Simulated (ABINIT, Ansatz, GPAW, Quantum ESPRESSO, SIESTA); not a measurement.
**One structure in several programs: NaI (Fm-3m, 2 atoms in the cell)**

Self-consistent single point.

```
CELL_PARAMETERS angstrom
      0.00000     3.23500     3.23500
      3.23500     0.00000     3.23500
      3.23500     3.23500     0.00000
ATOMIC_POSITIONS crystal
  Na 0.00000 0.00000 0.00000
  I  0.50000 0.50000 0.50000
```

Shared settings, as Ansatz (a first-principles code) writes them: kpoints.mp_grid.grid = 1 1 1; scf.occupations.method = fermi_dirac; scf.occupations.width = 0.05 eV. Potentials and cutoffs stand in the table.

```
code                                                                                                                                model  pressure (GPa)       cutoff
----------------  -----------------------------------------------------------------------------------------------------------------------  --------------  -----------
Quantum ESPRESSO                                                                        PBE, SSSP 1.1.2 efficiency (PBE) pseudopotentials           20.77        40 Ry
Ansatz                                                                                                             PBE, default PAW files           20.54       420 eV
ABINIT                                                           PBE, norm-conserving pseudopotentials (PseudoDojo nc-sr-05 PBE standard)           20.61        44 Ha
GPAW                                                                                         PBE, GPAW PAW datasets PBE (gpaw-data 1.0.1)           20.57       800 eV
SIESTA            GGA PBE, numerical atomic orbitals DZP, PseudoDojo PBE standard norm-conserving potentials (rewritten from UPF to PSML)           20.90  grid 300 Ry
```

On Ansatz's run: spin-orbit coupling is off.

The spread over the programs that give each value: pressure within 0.36 GPa.

SIESTA uses small atom-centred bases, whose incompleteness enters pressures, forces and empty levels differently from a plane-wave cutoff. Ansatz's pressure is given at a fixed set of plane waves, as the other plane-wave codes print theirs.

On the base mesh (9 9 9) the same programs gave: Ansatz pressure 0.43 GPa, gap on the mesh 3.648 eV; Quantum ESPRESSO pressure 0.46 GPa; ABINIT pressure 0.43 GPa; GPAW pressure 0.46 GPa; SIESTA pressure -0.27 GPa.

The values differ from the base mesh's, so the mesh still matters here: the table compares the programs at equal settings.

The starting cell has typed, rounded lattice constants, without a prior relaxation at this level.

Left out of this page: CP2K (on another mesh); Elk and FLEUR (not drawn, or without a comparable value).

Keys are those of Ansatz 0.2.
